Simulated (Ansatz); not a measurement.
L1₀ (CuAu-type) CuAu was calculated with PBEsol (Ansatz, a quantum-chemistry and plane-wave program, plane waves, PAW).

Run with plane-wave cutoff 500 eV, 20×20×16 k mesh (along the axes of the cell as run), Fermi–Dirac smearing 0.1 eV, no spin polarisation, scalar-relativistic PAW data made under PBE.

Computed at the level's own relaxed cell.

### Question
Give the computed equilibrium volume per atom, lattice constant a and lattice parameter c.

### Answer

- equilibrium volume per atom = 14.21 Å³/atom
- lattice constant a = 2.812 Å
- lattice parameter c = 3.595 Å

Measured, for comparison: lattice constant a 2.8 Å (temperature not stated, no zero-point or thermal correction; as tabulated in Nepal et al. (2019), arXiv:1905.09348); lattice parameter c 3.67 Å (temperature not stated, no zero-point or thermal correction; as tabulated in Mehl et al. (2016), arXiv:1607.02532). Computed (rounded) less measured: lattice constant a +0.4 %, lattice parameter c -2.0 %.

Spin–orbit coupling is not included; it can shift volumes and moduli of such heavy elements.

It cost around 3 core-minutes (rough) of CPU time.
